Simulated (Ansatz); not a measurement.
The structure below was relaxed with Kohn–Sham DFT with the PBE-D3(BJ) functional, run in Ansatz (a first-principles code) with PAW and 420 eV plane waves, without spin-orbit coupling, at pressure −1 GPa.

```xyz
2
Lattice="0.0000 2.5884 2.5884 2.5884 0.0000 2.5884 2.5884 2.5884 0.0000" Properties=species:S:1:pos:R:3 pbc="T T T"
Mg     2.5884     2.5884     2.5884
S      0.0000     0.0000     0.0000
```

Problem. Find the space group and the Wyckoff positions.

Solution. Space group Fm-3m (No. 225); a = b = c = 5.177 Å, α = β = γ = 90.00°

```json
[
 {"atom": "Mg", "site": "4b", "symmetry": "m-3m", "x": "0.5000", "y": "0.5000", "z": "0.5000"},
 {"atom": "S", "site": "4a", "symmetry": "m-3m", "x": "0.0000", "y": "0.0000", "z": "0.0000"}
]
```

Problem. Describe the coordination.

Solution. The crystal has 8 atoms in its conventional cell. Lattice parameters: a = 5.177 Å, b = 5.177 Å, c = 5.177 Å, α = 90.00°, β = 90.00°, γ = 90.00°. Mg has 6 S at 2.588 Å (octahedral). S sees 6 Mg at 2.588 Å (octahedral). (Neighbours: up to the widest gap in distance over summed covalent radii, below 1.35, at either atom; cation-cation and far metal-metal contacts left out.)

Load acts through the strain it causes; cell and atoms are relaxed under it. Stability against distortions was not tested. The cell was made from MgS in the rock salt structure (space group Fm-3m, No. 225) by this change: pressure −1 GPa.
